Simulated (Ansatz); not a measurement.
A relaxation of the atoms of a sheet of PtSe2 (3 atoms in the cell) with Ansatz (an electronic-structure program).

Method: PBE (plane waves, PAW; Ansatz).

The change in words: atoms moved at random; relax: default → atoms; relax.f_tol: default → 0.03 eV/Å. Reference geometry:
```
PtSe2
1.0
    3.34780     0.00000     0.00000
   -1.67390     2.89928     0.00000
    0.00000     0.00000    17.19027
Pt Se
1 2
Direct
  0.66667   0.33333   0.50000
  0.33333   0.66667   0.40721
  0.33333   0.66667   0.59279
```

Reference input (self-consistent single point, DFT, PBE, plane waves, default PAW files): kpoints.mp_grid.grid = 6 6 1; hamiltonian.xc = pbe; hamiltonian.pseudopotentials = {kind: paw} (the program's default PAW files); scf.occupations.method = fermi_dirac; scf.occupations.width = 0.05 eV. This run's input differs from it in these lines:

Ansatz 0.2 input:
```diff
@@ -6,5 +6,5 @@
   atoms:
-    - { symbol: Pt, position_ang: [1.67389901, 0.96642437, 8.59513450] }
-    - { symbol: Se, position_ang: [-0.00000201, 1.93285163, 6.99999787] }
-    - { symbol: Se, position_ang: [-0.00000201, 1.93285163, 10.19027113] }
+    - { symbol: Pt, position_ang: [1.67668772, 0.96799577, 8.59714576] }
+    - { symbol: Se, position_ang: [-0.00127752, 1.93571612, 6.98851477] }
+    - { symbol: Se, position_ang: [-0.00151521, 1.92841574, 10.19974297] }
 kpoints:
@@ -16,2 +16,4 @@
   occupations: { method: fermi_dirac, width: 0.05 }
+relax:
+  f_tol: 0.03
 output:
```

Output (repeated stretches shortened):

```
   [... SCF lines of the steps left out ...]
relax step   1: F+E_penalty+E_count = -23460.70826851 eV  Δ(F+E_penalty+E_count) = +0.000e0 eV  max|allowed force component| = 6.293e-1 eV/Å  Δτ_max = 0.0000 Å  (6 SCF iters, dr2 threshold 2.25e-5 eV, accepted)
relax step   2: F+E_penalty+E_count = -23460.73899120 eV  Δ(F+E_penalty+E_count) = -3.072e-2 eV  max|allowed force component| = 2.050e-1 eV/Å  Δτ_max = 0.0776 Å  (4 SCF iters, dr2 threshold 2.48e-5 eV, accepted)
relax step   3: F+E_penalty+E_count = -23460.74315835 eV  Δ(F+E_penalty+E_count) = -4.167e-3 eV  max|allowed force component| = 1.049e-2 eV/Å  Δτ_max = 0.0211 Å  (4 SCF iters, dr2 threshold 2.63e-6 eV, accepted)
relax step   4: F+E_penalty+E_count = -23460.74315847 eV  Δ(F+E_penalty+E_count) = -1.195e-7 eV  max|allowed force component| = 1.048e-2 eV/Å  Δτ_max = 0.0000 Å  (3 SCF iters, accepted)
Stability not checked: this state was not tested for a lower state beside it, because too few of the mixer's solves of this state at the end of the SCF gave a …
Free energy (F): -23460.743158 eV
Internal energy: -23460.717836 eV  (E = F + TS)
E sigma→0 (E₀):  -23460.730497 eV
Entropy (-TS):   -0.025323 eV (-8.441 meV/atom)
Fermi energy:    1.764845 eV
--- Forces (eV/Å), atoms counted from 1 ---
  atom   1  Pt    -0.01048211    -0.00597065    -0.00705371
  atom   2  Se     0.00501983    -0.00140130    -0.00306567
  atom   3  Se     0.00545532     0.00736796     0.01011365
--- Stress (GPa, compression-positive) ---
        2.964135       0.016268       0.000671
        0.016268       2.945753       0.013984
   [... lines left out ...]
  F+E_penalty+E_count = -23460.74315847 eV   max|allowed force component| = 1.048e-2 eV/Å
  atoms:
    - { symbol: Pt, position: [0.6673168788860901, 0.3336530010946541, 0.5000943686929619] }
    - { symbol: Se, position: [0.33332643454733063, 0.6671186507526042, 0.40326005382098906] }
    - { symbol: Se, position: [0.33268968520623127, 0.6658953470862686, 0.596645577486049] }
```

The run converged.  The full log also holds: “iter 5 did not close the SCF: its close was put off for the readings that it lacked (scf_convergence_deferred on its scf_iter line)”.

Summary of the result:
Free energy E − TS (on the zero of these files): -23460.7432 eV
Fermi level (on the code's own zero): 1.76 eV
Pressure averaged over the cell with its vacuum: 1.98 GPa
Largest force (vector length): 0.014 eV/Å
Relaxation steps: 4

The starting cell was generated: these elements placed on a structure prototype, without a prior relaxation; it need not be a known phase or ordering of this composition. For this run, on top of that: atoms moved at random. Spin polarisation is off.
